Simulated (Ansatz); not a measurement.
CsCl-type GaNi, treated with r²SCAN (PAW; Ansatz, an electronic-structure program).

Numerical settings: plane-wave cutoff 560 eV, 20×20×20 k mesh, Fermi–Dirac smearing 0.05 eV, no spin polarisation, scalar-relativistic PAW data made under PBE.

Cell (relaxed at this level):

```
CELL_PARAMETERS angstrom
      2.87856     0.00000     0.00000
      0.00000     2.87856     0.00000
      0.00000     0.00000     2.87856
ATOMIC_POSITIONS crystal
  Ga 0.00000 0.00000 0.00000
  Ni 0.50000 0.50000 0.50000
```

Task: What does this level give for the bulk modulus?

Result: 
- bulk modulus = 176 GPa

The run finds no gap.

Note: the bulk modulus is −V dP/dV from two relaxed cells at ±2 % in volume.

Static lattice: no zero-point or thermal effects.

It cost roughly 120 core-seconds of CPU time.
